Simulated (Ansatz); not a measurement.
Consider LiNbO3 (space group R3c, No. 161).

```yaml
crystal:
  lattice:
    - [2.56733, 1.48225, 4.60804]
    - [-2.56733, 1.48225, 4.60804]
    - [0.00000, -2.96450, 4.60804]
  atoms:
    - { symbol: Li, position: [0.28078, 0.28078, 0.28078] }
    - { symbol: Li, position: [0.78078, 0.78078, 0.78078] }
    - { symbol: Nb, position: [0.99839, 0.99839, 0.99839] }
    - { symbol: Nb, position: [0.49839, 0.49839, 0.49839] }
    - { symbol: O, position: [0.10932, 0.35998, 0.71863] }
    - { symbol: O, position: [0.71863, 0.10932, 0.35998] }
    - { symbol: O, position: [0.35998, 0.71863, 0.10932] }
    - { symbol: O, position: [0.21863, 0.85998, 0.60932] }
    - { symbol: O, position: [0.85998, 0.60932, 0.21863] }
    - { symbol: O, position: [0.60932, 0.21863, 0.85998] }
```

Cartesian axes are those of the cell as printed.

Computed with DFT with PBEsol, PAW potentials and a 420 eV plane-wave cutoff in Ansatz (a program for electronic structure), no spin-orbit coupling.

The change: tensile biaxial strain of 3.00 % in the plane normal to [001], as in epitaxy on a mismatched substrate; the out-of-plane cell vector and the atoms relax.

Task: What happens to the out-of-plane strain, in-plane stress and energy relative to the base?

Result: The out-of-plane strain amounts to -1.58 %; the mean in-plane stress (compression positive) is -5.7 GPa; the energy rises by 12 meV/atom.

Whether these cells are dynamically stable was not tested.
